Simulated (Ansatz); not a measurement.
Base system: BaTiO3 (space group P4mm, No. 99).

```xyz
5
Lattice="3.9851 0.0000 0.0000 0.0000 3.9851 0.0000 0.0000 0.0000 4.2043" Properties=species:S:1:pos:R:3 pbc="T T T"
Ti     1.9926     1.9926     1.9250
Ba     0.0000     0.0000     3.9548
O      1.9926     1.9926     3.7365
O      1.9926     0.0000     1.7211
O      0.0000     1.9926     1.7211
```

Cartesian axes are those of the cell as printed.

Method: Ansatz (a first-principles code), PBE, PAW, cutoff 420 eV, spin-orbit coupling left out, earlier PAW set.

Perturbation: an isotropic linear strain of −2.12 %; the atoms relax in the strained cell.

Problem. Predict the stress tensor and what it implies for the stiffness.

Solution. Stress of the strained cell less that of the base (GPa, compression positive):
```
  11.14    0.00    0.00
   0.00   11.14    0.00
   0.00    0.00    6.29
```

Then B = −ΔP/(ΔV/V₀) with ΔV/V₀ = -0.0623 gives secant stiffness values (nonlinear terms included at this strain): B (at held cell shape, above the free-shape value) ≈ 153 GPa.

As a check, the harmonic strain energy −½ V₀ Δσ:ε is 25 meV/atom; the computed energy rise is 23 meV/atom.

Stability against distortions was not tested. All final runs are without spin polarisation.
